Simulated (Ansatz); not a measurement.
Start from Sc in the hcp (Mg type) structure (space group P6_3/mmc, No. 194; a = 3.275 Å, c = 5.105 Å; relaxed with 0.1 eV smearing).

All numbers come from PBEsol in Ansatz (plane waves to 420 eV, PAW, no SOC).

Strains are applied to the cell and any free atomic positions relax.

One change was made to it. Results:

The pressure (mean of the normal stresses, compression positive) goes from zero to 3.8 GPa; the energy increases by 16 meV/atom; the band gap stays zero.

Question: What was done to the base?
A. isotropic strain −2.00 %
B. isotropic strain −0.50 %
C. isotropic strain +3.00 %

Answer: A, isotropic strain −2.00 %. For comparison, the energy relative to the base in the other runs: isotropic strain +3.00 % gives +32 meV/atom; isotropic strain −0.50 % gives +1.0 meV/atom.

Stability against distortions was not tested. All final runs are without spin polarisation.

Ansatz is an electronic-structure program.
